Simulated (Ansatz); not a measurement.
Worked example: self-consistent single point of BiSb (R3m, 2 atoms in the cell) in Ansatz (a quantum-chemistry and plane-wave program).

Method: PBEsol, default PAW files made with PBE (plane waves; Ansatz).

```
BiSb
1.0
    2.21516     1.27893     3.95527
   -2.21516     1.27893     3.95527
    0.00000    -2.55785     3.95527
Sb Bi
1 1
Direct
  0.77224   0.77224   0.77224
  0.23196   0.23196   0.23196
```

Reference input (self-consistent single point, DFT, PBEsol, plane waves, default PAW files made with PBE): basis.ecutwfc = 420 eV; kpoints.mp_grid.grid = 7 7 7; hamiltonian.xc = pbesol; hamiltonian.pseudopotentials = {kind: paw} (the program's default PAW files); scf.occupations.method = fermi_dirac; scf.occupations.width = 0.1 eV. This run's input differs from it in these lines:

Ansatz 0.2 input:
```diff
@@ -12,3 +12,3 @@
 kpoints:
-  mp_grid: { grid: [7, 7, 7] }
+  mp_grid: { grid: [9, 9, 9] }
 hamiltonian:
```

Output (repeated stretches shortened):

```
SCF iter   1: F=—  HF=-18650.074704 eV  |F-HF|=—  |Δ(HF+E_count)|=         —  Δρ=2.33e-3  dr2=4.44e-3  ethr=1.77e-3  ⟨swp⟩=6.0  Hψ=8256  notcnv=0
all-band conjugate gradients solve this SCF's bands
preconditioner: auto → Kerker (q_TF=auto, 2.385 Å⁻¹)
SCF iter   2: F=—  HF=-18650.071971 eV  |F-HF|=—  |Δ(HF+E_count)|=   2.73e-3  Δρ=1.40e-3  dr2=1.63e-3  ethr=1.48e-5  ⟨swp⟩=2.3  Hψ=3059  notcnv=0
SCF iter   3: F=—  HF=-18650.071622 eV  |F-HF|=—  |Δ(HF+E_count)|=   3.49e-4  Δρ=4.30e-4  dr2=1.00e-4  ethr=5.43e-6  ⟨swp⟩=2.0  Hψ=2891  notcnv=0
SCF iter   4: F=—  HF=-18650.071593 eV  |F-HF|=—  |Δ(HF+E_count)|=   2.85e-5  Δρ=1.66e-4  dr2=3.37e-5  ethr=3.34e-7  ⟨swp⟩=2.0  Hψ=2747  notcnv=0
SCF iter   5: F=—  HF=-18650.071594 eV  |F-HF|=—  |Δ(HF+E_count)|=   7.03e-7  Δρ=5.91e-5  dr2=5.34e-6  ethr=1.12e-7  ⟨swp⟩=1.0  Hψ=1620  notcnv=0
SCF iter   6: F=—  HF=-18650.071595 eV  |F-HF|=—  |Δ(HF+E_count)|=   4.32e-7  Δρ=2.36e-5  dr2=4.43e-7  ethr=1.78e-8  ⟨swp⟩=2.0  Hψ=1927  notcnv=0
SCF iter   7: F=-18650.071595 eV  HF=-18650.071595 eV  |F-HF|=3.30e-9  |Δ(HF+E_count)|=   1.39e-8  Δρ=4.07e-6  dr2=2.02e-8  ethr=3.33e-10  ⟨swp⟩=6.2  Hψ=8204  notcnv=0
SCF 1 converged in 7 iterations: F = -18650.071595 eV  dr2 = 2.02e-8
Free energy (F): -18650.071595 eV
Internal energy: -18650.065455 eV  (E = F + TS)
E sigma→0 (E₀):  -18650.068525 eV
Entropy (-TS):   -0.006140 eV (-3.070 meV/atom)
Fermi energy:    9.324787 eV
--- Forces (eV/Å), atoms counted from 1 ---
  atom   1  Sb    -0.00000000    -0.00000000    -0.40361765
  atom   2  Bi     0.00000000     0.00000000     0.40362342
--- Stress (GPa, compression-positive) ---
       -0.109880       0.000000      -0.000000
        0.000000      -0.109880      -0.000000
       -0.000000      -0.000000      -0.383836
  P = ⅓ Tr σ = -0.2012 GPa (-2.012 kbar)
  The stress holds the Pulay correction. Without it, at fixed plane waves, as pw.x and ABINIT print it: P = -0.2299 GPa
```

The run converged in 7 iterations. Against the reference run the free energy goes up by 7.2 meV/atom, the pressure hardly changes (-0.27 to -0.20 GPa) and the largest force goes from 0.389 to 0.404 eV/Å.

The starting cell comes from a database of computed structures (which also holds hypothetical and non-ambient phases and stackings), without a prior relaxation at this level. Its lattice was rescaled by up to half a per cent. One atom was moved a little off its site on purpose. Ansatz's pressure includes its estimate of the finite-basis (Pulay) stress. A gap is left out here, as mesh or smearing make it unsure.
